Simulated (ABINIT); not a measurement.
A user runs ABINIT on Tl (P6_3/mmc, 4 atoms in the cell) and asks whether the run is sound. The aim is a self-consistent single point with DFT, revPBE, plane waves, PAW (JTH v2.0 PBE PAW, files made for PBE).

Cell that was meant: a = 3.5153 Å, b = 3.5153 Å, c = 11.2870 Å, α = 90.00°, β = 90.00°, γ = 120.00°.

Part of the input:

```
         0.0000000000    0.0000000000   10.6646741086
        -0.0000000436    3.8353177805    5.3323370543
         3.3214826077    1.9176589280   15.9970111630
ecut 5
pawecutdg 10
ixc 14
occopt 6
tsmear 0.00367493
```

Output (repeated stretches shortened):

```
 Symmetries : space group P6_3/m m c (#194); Bravais hP (primitive hexag.)

 -outvars: echo values of preprocessed input variables --------
   [... lines left out ...]

 Coarse grid specifications (used for wave-functions):

 getcut: wavevector=  0.0000  0.0000  0.0000  ngfft=  15  15  45
         ecut(hartree)=      5.000   => boxcut(ratio)=   2.04939

 Fine grid specifications (used for densities):

 getcut: wavevector=  0.0000  0.0000  0.0000  ngfft=  20  20  64
         ecut(hartree)=     10.000   => boxcut(ratio)=   2.10784

   4.71167632E+03                                ecore*ucvol(ha*bohr**3)

_setup2: Arith. and geom. avg. npw (full set) are     435.191     435.143
--- !BeginCycle
solver: {iscf: 17, nstep: 100, nline: 4, wfoptalg: 10, }
tolerances: {tolvrs: 1.00E-10, }
...

     iter   Etot(hartree)      deltaE(h)  residm     nres2
 ETOT  1  -204.02717193998    -2.040E+02 1.315E-01 7.077E-01
 ETOT  2  -204.25012300013    -2.230E-01 8.896E-03 6.952E-02
 ETOT  3  -204.25038266845    -2.597E-04 5.286E-03 2.816E-03
 ETOT  4  -204.25044166685    -5.900E-05 9.259E-04 4.968E-04
 ETOT  5  -204.25044992614    -8.259E-06 3.700E-04 1.591E-04
   [... 4 lines left out ...]
 ETOT 10  -204.25045491833     1.919E-10 3.165E-04 3.467E-09
 ETOT 11  -204.25045491829     3.374E-11 8.205E-05 1.965E-10
 ETOT 12  -204.25045491830    -4.007E-12 8.522E-05 1.158E-10
 ETOT 13  -204.25045491829     7.191E-12 3.831E-05 2.288E-11
 At SCF step   13       nres2   =  2.29E-11 < tolvrs=  1.00E-10 =>converged.

 Cartesian components of stress tensor (hartree/bohr^3)
  sigma(1 1)=  1.65832387E-04  sigma(3 2)=  0.00000000E+00
  sigma(2 2)=  1.65832387E-04  sigma(3 1)=  0.00000000E+00
  sigma(3 3)=  1.67913739E-04  sigma(2 1)=  1.90235582E-14

 ----iterations are completed or convergence reached----

 reduced coordinates (array xred) for    4 atoms
       0.000000000000      0.000000000000     -0.000000000001
       0.000000000000      0.000000000000      0.499999999999
       0.333333333333      0.666666666667      0.249999999999
       0.666666666667      0.333333333333      0.749999999999
 cartesian forces (eV/Angstrom) at end:
    1      0.00000000000000     0.00000000000000    -0.00000000000000
   [... lines left out ...]
 Fermi (or HOMO) energy (eV) =   6.24700   Average Vxc (eV)=  -9.16006
   [... lines left out ...]
total_energy        : -2.04250451625975E+02
total_energy_eV     : -5.55793744277278E+03
...

-Cartesian components of stress tensor (GPa)         [Pressure= -4.8994E+00 GPa]
- sigma(1 1)=  4.87895645E+00  sigma(3 2)=  0.00000000E+00
- sigma(2 2)=  4.87895645E+00  sigma(3 1)=  0.00000000E+00
- sigma(3 3)=  4.94019192E+00  sigma(2 1)=  5.59692311E-10

 Calculation completed.
```

### Question
Can these results be used? Check the input.

### Answer
The run is not sound. The fault is a basis or grid far too coarse for these potentials. The error of an incomplete plane-wave basis or grid does not cancel at such settings. To fix it, restore the cutoff that the potentials need and check convergence. The run converged in 13 iterations without an error; against the sound input the free energy goes up by 3.47 eV/atom and the pressure goes from 1.81 to -4.90 GPa.

An input that runs soundly differs in these lines (not the only fix; some lines may just follow from the change or write a value another way):
```diff
-ecut 5
-pawecutdg 10
+ecut 20
+pawecutdg 40
```

With that input, the run converged in 25 iterations: free energy E − TS -5571.80 eV; Fermi level (on the code's own zero) 6.19 eV; pressure 1.81 GPa (DFT, revPBE, plane waves, PAW (JTH v2.0 PBE PAW, files made for PBE)).

On the sound input: the starting cell comes from a database of computed structures (which also holds hypothetical and non-ambient phases and stackings), without a prior relaxation at this level. Its lattice was rescaled by a random factor within 2.5 % of one. The potentials were made for another functional than the one used.

These are the values that this program gave, and no reference: the one-centre exchange-correlation terms come from a truncated expansion.
